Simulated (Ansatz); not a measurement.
Effect of biaxial strain +0.70 %, plane normal [001], relaxed out of plane on Hf

Start from Hf in the hcp (Mg type) structure (space group P6_3/mmc, No. 194; a = 3.198 Å, c = 5.049 Å; relaxed with 0.1 eV smearing). Axes: x lies along a and z along c of the hexagonal cell.

Now apply this change: biaxial strain +0.70 %, plane normal [001], relaxed out of plane (Cartesian); in-plane vectors clamped, the third vector and the atoms free.

Method: r2SCAN (Ansatz, a first-principles code, PAW, no spin-orbit coupling), earlier PAW set. Γ-centred 21×21×12 mesh, Fermi–Dirac width 0.1 eV.

| quantity | base | changed | shift |
|---|---|---|---|
| volume per atom | 22.36 Å³ | 22.58 Å³ | +0.214 Å³ |
| space group | P6_3/mmc (No. 194) | P6_3/mmc (No. 194) | – |
| pressure (mean of the normal stresses, compression positive) | 0.0 GPa | -1.0 GPa | -1.0 GPa |
| band gap | zero | zero | – |
| out-of-plane strain | – | -0.44 % | – |
| mean in-plane stress (compression positive) | – | -1.5 GPa | – |

Final structure (turned so that z lies along the plane normal):

```
Hf
1.0
    3.22060     0.00000     0.00000
    1.61030     2.78912     0.00000
    0.00000     0.00000     5.02658
Hf
2
Cartesian
  1.61030   0.92971   3.76993
  3.22060   1.85941   1.25664
```

Whether these cells are dynamically stable was not tested. The final runs are not spin-polarised.
